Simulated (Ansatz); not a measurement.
Defect migration in wurtzite GaN: interstitial Ga, charge state +3. The step: several atoms move together, Ga the farthest; the atom moves 2.61 Å along (0.00, -0.01, 0.50) of the unit cell; the moving atom starts with neighbours Ga at 2.45, Ga at 2.45, Ga at 2.46; 3 N at 1.95 Å and ends with Ga at 2.44, Ga at 2.46, Ga at 2.47; 2 N at 1.95, N at 1.95 Å. A PBE band in Ansatz (plane-wave PAW, one k-point at (0.125, 0.250, 0.250), 72 host sites, 27 SCF runs with any check of the saddle's order, static, no finite-size correction) gives a forward barrier of 1.44 eV. The saddle point's order was not checked, and it lies on a symmetry element of the cell, where a band can be held. The charge state is imposed; whether it is stable for some Fermi level was not computed. Sites that were not tried may lie lower.

Single points at the band's start and saddle point can refine it. Rough cost of one point, in units of the band's mean SCF on the same machine:

```tsv
Level	Cost of one point
PBE, a 2×2×2 k-point mesh shifted by half a step along c	about 4
r2SCAN at 500 eV, one k-point at (0.125, 0.250, 0.250)	about 2
```

Q: Which of these move the barrier by more than 0.1 eV, and how far does each move it?

A: Not one does. PBE, a 2×2×2 k-point mesh shifted by half a step along c: 0.00 eV; r2SCAN at 500 eV, one k-point at (0.125, 0.250, 0.250): +0.05 eV. Each functional is compared with PBE at the same k-points.

Ansatz is a first-principles code.
